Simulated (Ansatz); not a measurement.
Rh: response to strain

Consider Rh in the fcc (Cu type) structure (space group Fm-3m, No. 225; relaxed with 0.1 eV smearing).

```yaml
crystal:
  lattice:
    - [0.00000, 1.91600, 1.91600]
    - [1.91600, 0.00000, 1.91600]
    - [1.91600, 1.91600, 0.00000]
  atoms:
    - { symbol: Rh, position: [0.00000, 0.00000, 0.00000] }
```

Strains are applied to the cell and any free atomic positions relax.

Method: PBE (Ansatz, a first-principles code, PAW, spin-orbit coupling left out).

```tsv
isotropic strain (%)	pressure (GPa)
-1.48	12.8
-0.79	?
0	0.0
1.13	-7.9
4.03	-22.1
```

**Question.** Fit P = P₀ − Bδ + Cδ² with δ = (1 + ε)³ − 1 to the rows shown and predict the withheld row.

**Answer.** Least squares on the printed values gives P₀ = 0.1 GPa, B = 260 GPa, C = 661 GPa (largest residual 0.1 GPa); this predicts 6.6 GPa, and the run gives 6.4 GPa, 0.2 lower.

Whether these cells are dynamically stable was not tested. All final runs are without spin polarisation. Rh lies near a magnetic instability that expansion can trigger; it was not tested.
